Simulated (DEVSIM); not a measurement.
Structure: abrupt Si p-n junction, at 300 K.

Layer 1 from the left is Si, thickness (μm) 1.40, Na (cm⁻³) 8.6e15, τn (s) 1.2e-5, τp (s) 1.2e-5. Layer 2 from the left is Si, thickness (μm) 96.0, Nd (cm⁻³) 1.7e13, τn (s) 1.2e-5, τp (s) 1.2e-5.

Left contact: ohmic. Right contact: ohmic. Voltage is applied to the left contact. Recombination: SRH at mid-gap. Mobility is constant in doping.

This is a model device: material constants are rounded textbook-type values typed into the input, and sizes, dopings and lifetimes were drawn at random. Values at 300 K.

Si: gap (eV) 1.124, affinity (eV) 4.05, permittivity 11.7, Nc (cm⁻³) 2.86e19, Nv (cm⁻³) 3.1e19, μn (cm²/Vs) 1417, μp (cm²/Vs) 470.

### Question
Estimate by hand the built-in potential, the peak field at zero bias, and compare with a numerical solution.

### Answer

- Built-in potential: ni = √(Nc Nv) exp(−Eg/2kT) = 1.08e10 cm⁻³ with Eg = 1.124 eV; Vbi = kT/q ln(Na Nd/ni²) = 0.542 V; numerical 0.542 V.
- Peak field at zero bias: depletion approximation: W = √(2εVbi/(qN)) = 6.43 μm with N = 1.70e13 cm⁻³; field = 2Vbi/W = 1690 V/cm; numerical 5190 V/cm (estimate below by 68 %).

Model (solved in DEVSIM): 1D drift-diffusion, Boltzmann statistics, complete ionisation; no tunnelling, impact ionisation, image-force lowering or self-heating.
